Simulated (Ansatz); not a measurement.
Consider the following.

End structure of a constructed model of the (111)B surface of zinc-blende CdTe, Te-terminated, 2x2 Cd adatom at T4 (bottom of the slab: 2 H on 4 bottom sites):

```yaml
crystal:
  lattice:
    - [9.36209, 0.00000, 0.00000]
    - [-4.68105, 8.10781, 0.00000]
    - [0.00000, 0.00000, 32.50000]
  atoms:
    - { symbol: Cd, position: [0.34611, 0.15389, 0.29230] }
    - { symbol: Cd, position: [0.82968, 0.16904, 0.32754] }
    - { symbol: Cd, position: [0.33096, 0.67032, 0.32754] }
    - { symbol: Cd, position: [0.84618, 0.65382, 0.29199] }
    - { symbol: Te, position: [0.17525, 0.32475, 0.33462] }
    - { symbol: Te, position: [0.66018, 0.33995, 0.33529] }
    - { symbol: Te, position: [0.16005, 0.83982, 0.33529] }
    - { symbol: Te, position: [0.67575, 0.82425, 0.33409] }
    - { symbol: Cd, position: [0.16667, 0.33333, 0.42320] }
    - { symbol: Cd, position: [0.66667, 0.33333, 0.42320] }
    - { symbol: Cd, position: [0.16667, 0.83333, 0.42320] }
    - { symbol: Cd, position: [0.66667, 0.83333, 0.42320] }
    - { symbol: Te, position: [0.00000, 0.00000, 0.45260] }
    - { symbol: Te, position: [0.50000, 0.00000, 0.45260] }
    - { symbol: Te, position: [0.00000, 0.50000, 0.45260] }
    - { symbol: Te, position: [0.50000, 0.50000, 0.45260] }
    - { symbol: Cd, position: [0.98256, 0.99142, 0.54073] }
    - { symbol: Cd, position: [0.50887, 0.99113, 0.54097] }
    - { symbol: Cd, position: [0.00010, 0.49990, 0.54172] }
    - { symbol: Cd, position: [0.50858, 0.51744, 0.54073] }
    - { symbol: Te, position: [0.33346, 0.16654, 0.55455] }
    - { symbol: Te, position: [0.83417, 0.16807, 0.57439] }
    - { symbol: Te, position: [0.33193, 0.66583, 0.57439] }
    - { symbol: Te, position: [0.83402, 0.66598, 0.57424] }
    - { symbol: Cd, position: [0.33352, 0.16648, 0.63788] }
    - { symbol: Cd, position: [0.82139, 0.14279, 0.66463] }
    - { symbol: Cd, position: [0.35721, 0.67861, 0.66463] }
    - { symbol: Cd, position: [0.82143, 0.67857, 0.66443] }
    - { symbol: Te, position: [0.17536, 0.32464, 0.68627] }
    - { symbol: Te, position: [0.64947, 0.32471, 0.68634] }
    - { symbol: Te, position: [0.17529, 0.85053, 0.68634] }
    - { symbol: Te, position: [0.66681, 0.83319, 0.70309] }
    - { symbol: H, position: [0.33342, 0.16658, 0.24008] }
    - { symbol: H, position: [0.83546, 0.66454, 0.23966] }
    - { symbol: Cd, position: [0.33332, 0.16668, 0.72721] }
```

Model: 35-atom slab, 16.3 Å thick at the start with caps and adatoms, 3x3x1 mesh, Fermi-Dirac 0.025 eV, dipole correction, 8 atoms held, the rest relaxed; symmetry of the start imposed; no spin, no spin-orbit, no U. In PBE it is, or lies within 0.01 eV a 1x1 cell of, the lowest of the 2 structures of its composition computed so far; subsurface sites and larger cells were not tried.

Q: What is the computed highest filled level below the top vacuum level (Ansatz (a first-principles code) with PBE)?

A: 4.99 eV

Q: Give the gap of the slab on its k-mesh at the level PBE.

A: 0.66 eV
